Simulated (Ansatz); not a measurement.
Worked example: self-consistent single point of TiZn (P4mm, 2 atoms in the cell) in Ansatz (a quantum-chemistry and plane-wave program).

Computed with PBEsol, default PAW files made with PBE (plane waves; Ansatz).

```yaml
crystal:
  lattice:
    - [3.13312, 0.00000, 0.00000]
    - [0.00000, 3.13312, 0.00000]
    - [0.00000, 0.00000, 3.13312]
  atoms:
    - { symbol: Ti, position: [0.50000, 0.50000, 0.51596] }
    - { symbol: Zn, position: [0.00000, 0.00000, 0.00000] }
```

Reference input (self-consistent single point, DFT, PBEsol, plane waves, default PAW files made with PBE): basis.ecutwfc = 420 eV; kpoints.mp_grid.grid = 11 11 11; hamiltonian.xc = pbesol; hamiltonian.pseudopotentials = {kind: paw} (the program's default PAW files); scf.occupations.method = gaussian; scf.occupations.width = 0.1 eV. This run's input differs from it in these lines:

Ansatz 0.2 input:
```diff
@@ -12,3 +12,3 @@
 kpoints:
-  mp_grid: { grid: [11, 11, 11] }
+  mp_grid: { grid: [7, 7, 7], shift: [0.5, 0.5, 0.5] }
 hamiltonian:
```

Log, with long lists cut:

```
SCF iter   1: F=—  HF=-5755.213721 eV  |F-HF|=—  |Δ(HF+E_count)|=         —  Δρ=7.07e-3  dr2=1.43e-2  ethr=1.77e-3  ⟨swp⟩=4.9  Hψ=3037  notcnv=0
all-band conjugate gradients solve this SCF's bands
preconditioner: auto → none
SCF iter   2: F=—  HF=-5755.210904 eV  |F-HF|=—  |Δ(HF+E_count)|=   2.82e-3  Δρ=4.03e-3  dr2=5.15e-3  ethr=5.97e-5  ⟨swp⟩=2.0  Hψ=1047  notcnv=0
SCF iter   3: F=—  HF=-5755.210038 eV  |F-HF|=—  |Δ(HF+E_count)|=   8.66e-4  Δρ=1.62e-3  dr2=5.53e-4  ethr=2.15e-5  ⟨swp⟩=2.8  Hψ=1192  notcnv=0
SCF iter   4: F=—  HF=-5755.209804 eV  |F-HF|=—  |Δ(HF+E_count)|=   2.33e-4  Δρ=3.30e-4  dr2=1.60e-5  ethr=2.30e-6  ⟨swp⟩=2.0  Hψ=931  notcnv=0
SCF iter   5: F=—  HF=-5755.209806 eV  |F-HF|=—  |Δ(HF+E_count)|=   1.34e-6  Δρ=4.32e-5  dr2=3.46e-7  ethr=6.68e-8  ⟨swp⟩=2.1  Hψ=991  notcnv=0
SCF iter   6: F=-5755.209806 eV  HF=-5755.209806 eV  |F-HF|=3.58e-9  |Δ(HF+E_count)|=   1.92e-8  Δρ=6.74e-6  dr2=8.56e-9  ethr=4.17e-10  ⟨swp⟩=5.2  Hψ=2823  notcnv=0
SCF 1 converged in 6 iterations: F = -5755.209806 eV  dr2 = 8.56e-9
Free energy (F): -5755.209806 eV
Internal energy: -5755.202282 eV  (E = F + TS)
E sigma→0 (E₀):  -5755.206044 eV
Entropy (-TS):   -0.007524 eV (-3.762 meV/atom)
Fermi energy:    12.799865 eV
--- Forces (eV/Å), atoms counted from 1 ---
  atom   1  Ti     0.00000000     0.00000000    -0.24796085
  atom   2  Zn    -0.00000000     0.00000000     0.24794193
--- Stress (GPa, compression-positive) ---
       -3.555166       0.000000      -0.000000
        0.000000      -3.555166       0.000000
       -0.000000       0.000000      -3.636556
  P = ⅓ Tr σ = -3.5823 GPa (-35.823 kbar)
  The stress holds the Pulay correction. Without it, at fixed plane waves, as pw.x and ABINIT print it: P = -3.6331 GPa
```

The run converged in 6 iterations. Against the reference run the free energy goes up by 3.3 meV/atom, the pressure goes from -3.74 to -3.58 GPa and the largest force hardly changes (0.246 to 0.248 eV/Å).

The starting cell comes from a database of computed structures (which also holds hypothetical and non-ambient phases and stackings), without a prior relaxation at this level. Its lattice was rescaled by up to half a per cent. One atom was moved a little off its site on purpose. Spin polarisation is off. Ansatz's pressure includes its estimate of the finite-basis (Pulay) stress.
